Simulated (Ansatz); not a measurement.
An Ansatz (an electronic-structure program) input (Ansatz r2SCAN, no SOC):

Ansatz 0.2 input:
```yaml
crystal:
  lattice:
    - [0, 2.1137073386, 2.1137073386]
    - [2.1137073386, 0, 2.1137073386]
    - [2.1137073386, 2.1137073386, 0]
  atoms:
    - { symbol: Ag, position: [0, 0, 0] }
basis: { ecutwfc: 500, ecutrho_ratio: 4, xc_grid: 4, fft_grid_basis: typed }
kpoints: { mp_grid: { grid: [28, 28, 28] } }
hamiltonian:
  xc: r2scan
  dispersion: none
  pseudopotentials: { kind: paw }
scf: { occupations: { method: fermi_dirac, width: 0.1 }, convergence: { dr2_threshold: 0.0000000001 } }
relax: { f_tol: 0.005, max_steps: 50 }
output: { forces: true, stress: true }
checkpoint: { write: state.ck, write_every: 1000 }
```

### Question
Which symmetry and how many k-points will the program report, and about how many plane waves at Γ?

### Answer
Space group Fm-3m (ITA 225) with 48 operations, k-points 624 of 21952, and 531 plane waves at Γ.

### Question
And the final pressure?

### Answer
-7.07 GPa (compression positive).

The cells carry an imposed strain or load. No phonon test of stability was made. The cell was made from Ag in the fcc (Cu type) structure (space group Fm-3m, No. 225) by this change: isotropic strain +3.00 %.
